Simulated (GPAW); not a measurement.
**Worked example: self-consistent single point of LaGaNi (P2_1/c, 12 atoms in the cell) in GPAW**

Method: LDA (Perdew-Wang 92), GPAW PAW datasets LDA (gpaw-data 1.0.1) (plane waves; GPAW).

This input was run:

```python
from ase import Atoms
from ase.units import GPa
from gpaw import GPAW

atoms = Atoms(['La', 'La', 'La', 'La', 'Ga', 'Ga', 'Ga', 'Ga', 'Ni', 'Ni', 'Ni', 'Ni'],
              cell=[[6.422750, 0.000000, 0.000000],
                    [0.000000, 7.654910, 0.000000],
                    [-2.283005, 0.000000, 5.093628]],
              positions=[[1.828496, 0.748880, 0.913950],
                         [2.311249, 6.906030, 4.179678],
                         [3.452751, 4.576335, 1.632864],
                         [0.686994, 3.078575, 3.460764],
                         [4.108213, 1.880888, 3.484092],
                         [0.031532, 5.774022, 1.609536],
                         [-1.109970, 5.708343, 4.156350],
                         [5.249715, 1.946567, 0.937278],
                         [4.347410, 7.348178, 1.933287],
                         [-0.207665, 0.306732, 3.160341],
                         [0.933838, 3.520723, 0.613527],
                         [3.205907, 4.134187, 4.480101]],
              pbc=True)

calc = GPAW(mode={'name': 'pw', 'ecut': 800},
            xc='LDA',
            kpts={'size': (3, 3, 4), 'gamma': True},
            occupations={'name': 'marzari-vanderbilt', 'width': 0.05},
            nbands=-20,
            convergence={'density': 1e-05},
            symmetry={'symmorphic': False, 'tolerance': 0.0005},
            maxiter=150)

atoms.calc = calc

energy = atoms.get_potential_energy()
print('Energy (eV):', round(energy, 6))
forces = atoms.get_forces()
print('Forces (eV/Ang):')
print(forces.round(5))
stress = atoms.get_stress()
print('Stress (GPa, Voigt):', (stress / GPa).round(4))
```

The program printed (abridged):

```
Input parameters:
  convergence: {density: 1e-05}
  kpts: {gamma: True,
         size: (3, 3, 4)}
  maxiter: 150
  mode: {ecut: 800,
         name: pw}
  nbands: -20
  occupations: {name: marzari-vanderbilt,
                width: 0.05}
  symmetry: {symmorphic: False,
             tolerance: 0.0005}

species:
  La:
    name: Lanthanum
    Z: 57.0
    valence: 11
    core: 46
    charge: 0.0
    file: La.LDA.gz

    # Using partial waves for La as LCAO basis

  Ga:
    name: Gallium
    Z: 31.0
    valence: 3
    core: 28
    charge: 0.0
    file: Ga.LDA.gz

    # Using partial waves for Ga as LCAO basis

  Ni:
    name: Nickel
    Z: 28.0
    valence: 16
    core: 12
    charge: 0.0
    file: Ni.LDA.gz

    # Using partial waves for Ni as LCAO basis

Reference energy: -1300189.099535  # eV

Spin-paired calculation

Convergence criteria:
 Maximum [total energy] change in last 3 cyles: 0.0005 eV / valence electron
 Maximum integral of absolute [dens]ity change: 1e-05 electrons / valence electron
 Maximum integral of absolute [eigenst]ate change: 4e-08 eV^2 / valence electron
 Maximum number of scf [iter]ations: 150

Symmetries present (total): 4
Symmetries with fractional translations: 2
36 k-points: 3 x 3 x 4 Monkhorst-Pack grid + [0.000000,0.000000,1/8]
14 k-points in the irreducible part of the Brillouin zone
       k-points in crystal coordinates                weights
   0:     0.00000000    0.00000000    0.00000000          1/36
   1:     0.00000000    0.00000000    0.25000000          2/36
   2:     0.00000000    0.00000000    0.50000000          1/36
   3:     0.00000000    0.33333333    0.00000000          2/36
   4:     0.00000000    0.33333333    0.25000000          4/36
   5:     0.00000000    0.33333333    0.50000000          2/36
   6:     0.33333333    0.00000000   -0.25000000          2/36
   7:     0.33333333    0.00000000    0.00000000          2/36
   8:     0.33333333    0.00000000    0.25000000          2/36
   9:     0.33333333    0.00000000    0.50000000          2/36
          ...
  13:     0.33333333    0.33333333    0.50000000          4/36

Wave functions: Plane wave expansion
  Cutoff energy: 800.000 eV
  Number of coefficients (min, max): 12853, 12898
  Pulay-stress correction: 0.000000 eV/Ang^3 (de/decut=0.000000)

Occupation numbers: Marzari-Vanderbilt:
  width: 0.0500  # eV

Eigensolver

Densities:
  Coarse grid: 42*50*40 grid
  Fine grid: 84*100*80 grid
  Total Charge: 0.000000

Density mixing:
  Method: separate
  Backend: pulay
  Linear mixing parameter: 0.05
  old densities: 5
  Damping of long wavelength oscillations: 50

Hamiltonian:
  XC and Coulomb potentials evaluated on a 84*100*80 grid
  External potential:
    NoExternalPotential

Number of atoms: 12
Number of atomic orbitals: 144
Number of bands in calculation: 80
Number of valence electrons: 120
Bands to converge: occupied

Density initialized from atomic densities
  80 bands from LCAO basis set

Atomic positions and initial magnetic moments

Positions:
   0 La     1.828496    0.748880    0.913950    ( 0.0000,  0.0000,  0.0000)
   1 La     2.311249    6.906030    4.179678    ( 0.0000,  0.0000,  0.0000)
   2 La     3.452751    4.576335    1.632864    ( 0.0000,  0.0000,  0.0000)
   3 La     0.686994    3.078575    3.460764    ( 0.0000,  0.0000,  0.0000)
   4 Ga     4.108213    1.880888    3.484092    ( 0.0000,  0.0000,  0.0000)
   5 Ga     0.031532    5.774022    1.609536    ( 0.0000,  0.0000,  0.0000)
   6 Ga    -1.109970    5.708343    4.156350    ( 0.0000,  0.0000,  0.0000)
   7 Ga     5.249715    1.946567    0.937278    ( 0.0000,  0.0000,  0.0000)
   8 Ni     4.347410    7.348178    1.933287    ( 0.0000,  0.0000,  0.0000)
   9 Ni    -0.207665    0.306732    3.160341    ( 0.0000,  0.0000,  0.0000)
  10 Ni     0.933838    3.520723    0.613527    ( 0.0000,  0.0000,  0.0000)
  11 Ni     3.205907    4.134187    4.480101    ( 0.0000,  0.0000,  0.0000)

Unit cell:
           periodic     x           y           z      points  spacing
  1. axis:    yes    6.422750    0.000000    0.000000    42     0.1395
  2. axis:    yes    0.000000    7.654910    0.000000    50     0.1531
  3. axis:    yes   -2.283005    0.000000    5.093628    40     0.1273

  Lengths:   6.422750   7.654910   5.581860
  Angles:   90.000000 114.142306  90.000000

Effective grid spacing dv^(1/3) = 0.1439

     iter     time        total  log10-change:
                         energy   eigst   dens
iter:   1 --:--:--   -81.490984
iter:   2 --:--:--   -77.104530   -0.14  -1.25
iter:   3 --:--:--   -76.165152   -0.15  -1.30
iter:   4 --:--:--   -82.447752   -0.14  -1.37
iter:   5 --:--:--   -78.944867   -0.72  -1.30
iter:   6 --:--:--   -81.344422   +0.01  -1.47
iter:   7 --:--:--   -81.196147   -0.61  -1.21
iter:   8 --:--:--   -74.478444   -0.40  -1.23
iter:   9 --:--:--   -74.442466   -1.45  -2.22
iter:  10 --:--:--   -74.452712c  -2.02  -2.44
iter:  11 --:--:--   -74.511455   -1.87  -2.48
iter:  12 --:--:--   -74.458146c  -2.51  -2.34
iter:  13 --:--:--   -74.447945   -2.74  -2.64
iter:  14 --:--:--   -74.446497c  -3.40  -2.87
iter:  15 --:--:--   -74.447727c  -3.31  -2.98
iter:  16 --:--:--   -74.445548c  -3.84  -2.99
iter:  17 --:--:--   -74.445670c  -4.20  -3.25
iter:  18 --:--:--   -74.445668c  -4.30  -3.33
iter:  19 --:--:--   -74.445637c  -4.75  -3.51
   [... 7 lines left out ...]
iter:  27 --:--:--   -74.445583c  -6.44  -4.43
iter:  28 --:--:--   -74.445583c  -6.70  -4.46
iter:  29 --:--:--   -74.445583c  -6.90  -4.54
iter:  30 --:--:--   -74.445582c  -6.76  -4.60
iter:  31 --:--:--   -74.445582c  -7.16  -4.92
iter:  32 --:--:--   -74.445582c  -7.53c -5.00c

Converged after 32 iterations.

Dipole moment: (0.000000, 0.000000, 0.000000) |e|*Ang

Energy contributions relative to reference atoms: (reference = -1300189.099535)

Kinetic:        +90.988384
Potential:      -63.185927
External:        +0.000000
XC:            -100.752432
Entropy (-ST):   -0.003280
Local:           -1.492327
SIC:             +0.000000
--------------------------
Free energy:    -74.445582
Extrapolated:   -74.445582

Showing only first 2 kpts
 Kpt  Band  Eigenvalues  Occupancy
  0    58      8.25801    2.00000
  0    59      8.27626    2.00000
  0    60      8.32057    2.00000
  0    61      8.90404    0.00000

  1    58      8.33131    2.00000
  1    59      8.41226    2.00000
  1    60      8.81838    0.00244
  1    61      9.21363    0.00000

Fermi level: 8.73096

No gap
No difference between direct/indirect transitions
Energy (eV): -74.445582

Forces in eV/Ang:
  0 La   -0.10448   -0.00591   -0.09189
  1 La    0.10448    0.00591    0.09189
  2 La    0.10448   -0.00591    0.09189
  3 La   -0.10448    0.00591   -0.09189
  4 Ga    0.07749   -0.02663    0.04068
  5 Ga   -0.07749    0.02663   -0.04068
  6 Ga   -0.07749   -0.02663   -0.04068
  7 Ga    0.07749    0.02663    0.04068
  8 Ni    0.19745    0.10705    0.05226
  9 Ni   -0.19745   -0.10705   -0.05226
 10 Ni   -0.19745    0.10705   -0.05226
 11 Ni    0.19745   -0.10705    0.05226

Stress tensor:
     0.036274     0.000000     0.000662
     0.000000     0.038549     0.000000
     0.000662     0.000000     0.036518
Stress (GPa, Voigt): [5.8118 6.1762 5.8508 0.     0.1061 0.    ]
```

The run converged in 32 iterations. GPAW prints stress with tension positive.

The starting cell comes from a database of computed structures (which also holds hypothetical and non-ambient phases and stackings), without a prior relaxation at this level. Spin polarisation is off. With a pressure of about -6 GPa the cell is away from its equilibrium volume at this level.

Cost on one core of a shared machine: roughly 10 min.
